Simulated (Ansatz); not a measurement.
Here is the system:

```
CELL_PARAMETERS angstrom
      0.00000     2.56971     2.56971
      2.56971     0.00000     2.56971
      2.56971     2.56971     0.00000
ATOMIC_POSITIONS crystal
  Hf 0.00000 0.00000 0.00000
  O  0.25000 0.25000 0.25000
  O  0.75000 0.75000 0.75000
```

No spin polarisation.

Calculations: PBE/PAW in Ansatz (a first-principles code), spin-orbit coupling left out, earlier PAW set. Settings: 11×11×11 k-points, 0.05 eV Fermi–Dirac smearing.

Q: Predict the gap character, pressure and space group.

A: The gap character comes out as direct at X and the pressure comes out as -5.65 GPa. The space group is Fm-3m (No. 225).

With Hf present, leaving out spin-orbit coupling can change the band edges. The cells carry an imposed strain or load. Stability against distortions was not tested. The cell was made from HfO2 in the fluorite structure (space group Fm-3m, No. 225) by this change: isotropic strain +0.81 %. This is not the structure that HfO2 has at room temperature and ambient pressure.
